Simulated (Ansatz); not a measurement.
# PBE against r2SCAN: Al2Cu, isotropic strain +5.84 %

Start from Al₂Cu (space group I4/mcm, No. 140; a = 6.060 Å, c = 4.875 Å).

(Cell as relaxed with PBE.)

Levels (all Ansatz, a program for electronic structure, PAW): PBE (420 eV, no spin-orbit coupling); r2SCAN (500 eV, scalar-relativistic without spin-orbit coupling).

Each level relaxes its own structure.

| base | PBE | r2SCAN |
|---|---|---|
| volume per atom | 14.92 Å³ | 14.40 Å³ |
| lattice parameter a | 606.0 pm | 600.6 pm |
| band gap | zero | zero |

One thing is altered: an isotropic linear strain of +5.84 %; the atoms relax in the strained cell.

| quantity | PBE | r2SCAN |
|---|---|---|
| energy relative to the base (free energy F) | +116 meV/atom | (withheld) |
| pressure (mean of the normal stresses, compression positive) | -11.4 GPa | (withheld) |
| largest internal atomic displacement | 0.018 Å | (withheld) |

Q: Predict the r2SCAN column.

A: 
- energy relative to the base (free energy F), r2SCAN: +128 meV/atom
- pressure (mean of the normal stresses, compression positive), r2SCAN: -13.0 GPa
- largest internal atomic displacement, r2SCAN: 0.018 Å

PBE's energy relative to the base lies 12 meV/atom below r2SCAN's; PBE's pressure lies 1.6 GPa above r2SCAN's; the two agree on the largest internal atomic displacement. Neither level is exact; r2SCAN is the comparison here, not a measurement.

Whether these cells are dynamically stable was not tested. All final runs are without spin polarisation.
